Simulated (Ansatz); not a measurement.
For PbS (Cmcm, No. 63, 4 atoms in the cell; start mp-1018115; high-pressure phase), r²SCAN (Ansatz, a quantum-chemistry and plane-wave program, plane waves, PAW) gives:

- cohesive energy: 3.53 eV/atom
- band gap: 1.38 eV

Question: What does HSE06 in Ansatz (PAW) give for the same quantities?

Answer: 
- cohesive energy: 3.37 eV/atom (decreases by 0.16 eV/atom)
- band gap: 1.66 eV (goes up by 0.28 eV)

Changes are worked out from the printed values.

Unless a cell is named, each level is at its own relaxed cell (r²SCAN 26.70, HSE06 26.94 Å³/atom).

Levels without +SOC leave out spin–orbit coupling, which shifts energies and cells of such heavy elements.

Levels without +SOC have no spin–orbit coupling; where heavier elements are present it shifts gaps, mostly down, and can invert bands. Density-functional gaps are differences of (generalised) Kohn–Sham levels.

Caveats: the relaxation could not lower the start's symmetry, so the cell can be a saddle point above a distorted one (r²SCAN, HSE06). Ansatz's density-functional and Hartree–Fock values are scalar-relativistic unless marked +SOC, with PAW data made under PBE.

A start named mp-… is a Materials Project structure, which need not be a measured phase.
